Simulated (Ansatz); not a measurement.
Defect migration in wurtzite GaN: Ga vacancy, charge state -3. Method: PBE, PAW (plane waves to 420 eV; Ansatz, a first-principles code).

72-site cell at the relaxed PBE lattice, one k-point at (0.125, 0.250, 0.250), smearing 0.01 eV, spin-restricted, no finite-size correction. Energies are static. The charge state is imposed; whether it is stable for some Fermi level was not computed. Forms of the defect that were not tried may lie lower.

Barriers: single points on a 2×2×2 k-point mesh shifted by half a step along c at the bands' geometries (they differ from the bands' own by up to 0.06 eV, and are uncertain by about as much).

The step: one Ga atom jumps into the vacancy from a nearby Ga site. Atoms about the jump, Cartesian Å from the middle of the jump, before and after:

```json
[
 {"atom": "Ga1", "x0": "0.00", "y0": "-0.89", "z0": "1.27", "x1": "0.00", "y1": "0.89", "z1": "-1.27"},
 {"atom": "N2", "x0": "0.00", "y0": "0.92", "z0": "0.85", "x1": "0.00", "y1": "1.06", "z1": "0.59"},
 {"atom": "N3", "x0": "0.00", "y0": "-1.08", "z0": "-2.03", "x1": "0.00", "y1": "-0.94", "z1": "-2.01"},
 {"atom": "N4", "x0": "1.61", "y0": "-1.87", "z0": "0.65", "x1": "1.71", "y1": "-1.92", "z1": "0.60"},
 {"atom": "N5", "x0": "-1.61", "y0": "-1.87", "z0": "0.66", "x1": "-1.72", "y1": "-1.93", "z1": "0.60"},
 {"atom": "Ga6", "x0": "1.57", "y0": "-1.83", "z0": "-1.34", "x1": "1.60", "y1": "-1.86", "z1": "-1.27"},
 {"atom": "Ga7", "x0": "-1.56", "y0": "-1.83", "z0": "-1.34", "x1": "-1.59", "y1": "-1.86", "z1": "-1.27"},
 {"atom": "N8", "x0": "1.72", "y0": "1.91", "z0": "-2.02", "x1": "1.62", "y1": "1.85", "z1": "-1.98"},
 {"atom": "N9", "x0": "-1.71", "y0": "1.90", "z0": "-2.02", "x1": "-1.62", "y1": "1.85", "z1": "-1.98"},
 {"atom": "Ga10", "x0": "1.57", "y0": "1.83", "z0": "1.27", "x1": "1.56", "y1": "1.81", "z1": "1.28"},
 {"atom": "Ga11", "x0": "-1.58", "y0": "1.83", "z0": "1.27", "x1": "-1.57", "y1": "1.81", "z1": "1.28"},
 {"atom": "Ga12", "x0": "3.17", "y0": "0.94", "z0": "-1.35", "x1": "3.22", "y1": "0.91", "z1": "-1.32"},
 {"atom": "Ga13", "x0": "-3.16", "y0": "0.94", "z0": "-1.35", "x1": "-3.21", "y1": "0.91", "z1": "-1.32"},
 {"atom": "N14", "x0": "3.22", "y0": "0.92", "z0": "0.65", "x1": "3.22", "y1": "0.92", "z1": "0.65"},
 {"atom": "N15", "x0": "-3.22", "y0": "0.92", "z0": "0.65", "x1": "-3.23", "y1": "0.93", "z1": "0.65"}
]
```

Question: Predict the transition state.

Answer: 
```
atom      x      y      z
----  -----  -----  -----
Ga1    0.02  -0.06  -0.44
N2    -0.01   1.15   0.87
N3     0.00  -1.16  -1.96
N4     1.64  -1.79   0.52
N5    -1.66  -1.81   0.53
Ga6    1.71  -2.01  -1.38
Ga7   -1.70  -2.00  -1.37
N8     1.65   1.78  -1.95
N9    -1.65   1.79  -1.96
Ga10   1.64   1.91   1.33
Ga11  -1.65   1.91   1.32
Ga12   3.20   0.90  -1.33
Ga13  -3.20   0.91  -1.33
N14    3.22   0.96   0.66
N15   -3.24   0.96   0.66
```
It lies 1.99 eV above the start and 1.99 eV above the end. The saddle point's order was not checked, and it lies on a symmetry element of the cell, where a band can be held.
